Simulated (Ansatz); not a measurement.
Ti: isotropic strain +1.50 %

Consider Ti in the hcp (Mg type) structure (space group P6_3/mmc, No. 194; a = 2.902 Å, c = 4.593 Å; relaxed with 0.1 eV smearing).

Modification: every lattice vector is stretched by 1.50 %; the atoms relax in the strained cell.

The values are results of PBEsol, PAW, 420 eV (Ansatz, a first-principles code; no spin-orbit coupling), not measurements. Γ-centred 23×23×13 mesh, Fermi–Dirac width 0.1 eV.

| quantity | base | changed | shift |
|---|---|---|---|
| volume per atom | 16.74 Å³ | 17.51 Å³ | +0.765 Å³ |
| space group | P6_3/mmc (No. 194) | P6_3/mmc (No. 194) | – |
| shortest interatomic distance | 2.843 Å | 2.885 Å | +0.0426 Å |
| energy relative to the base (free energy F) | 0 meV/atom | +12 meV/atom | +12 meV/atom |
| pressure (mean of the normal stresses, compression positive) | 0.0 GPa | -4.9 GPa | -4.9 GPa |
| band gap | zero | zero | – |

Final structure:

```yaml
crystal:
  lattice:
    - [2.94516, 0.00000, 0.00000]
    - [-1.47258, 2.55058, 0.00000]
    - [0.00000, 0.00000, 4.66185]
  atoms:
    - { symbol: Ti, position: [0.66667, 0.33333, 0.75000] }
    - { symbol: Ti, position: [0.33333, 0.66667, 0.25000] }
```

Cost of the whole job for the changed cell (relaxation, final SCF and bands): very roughly 28 core-seconds.

No phonon test of stability was made. The final runs are not spin-polarised.
